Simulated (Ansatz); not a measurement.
For W2Ge (model structure, started from the Ni2In type, P6₃/mmc, No. 194, 6 atoms in the cell), PBEsol in Ansatz (plane waves, PAW) gives:

| Property | Result |
|---|---|
| lattice parameter a | 4.494 Å |
| c axis length | 5.210 Å |
| enthalpy of formation | 0.433 eV/atom |

Task: What does PBE-D3(BJ) in Ansatz (plane waves, PAW) give for the same quantities?

Result: 
- lattice constant a: 4.497 Å (goes up by 0.1 %)
- lattice parameter c: 5.223 Å (goes up by 0.2 %)
- formation enthalpy: 0.433 eV/atom (stays essentially unchanged)

Changes are worked out from the printed values.

Unless a cell is named, each level is at its own relaxed cell (PBEsol 15.19, PBE-D3(BJ) 15.25 Å³/atom).

Levels without +SOC leave out spin–orbit coupling, which shifts energies and cells of such heavy elements.

Ansatz's density-functional and Hartree–Fock values are scalar-relativistic unless marked +SOC, with PAW data made under PBE.

A model structure was made by putting elements into a prototype or built by hand; it is no filed structure, need not be a known phase, and can be a saddle point held by its symmetry.

Ansatz is an electronic-structure program.
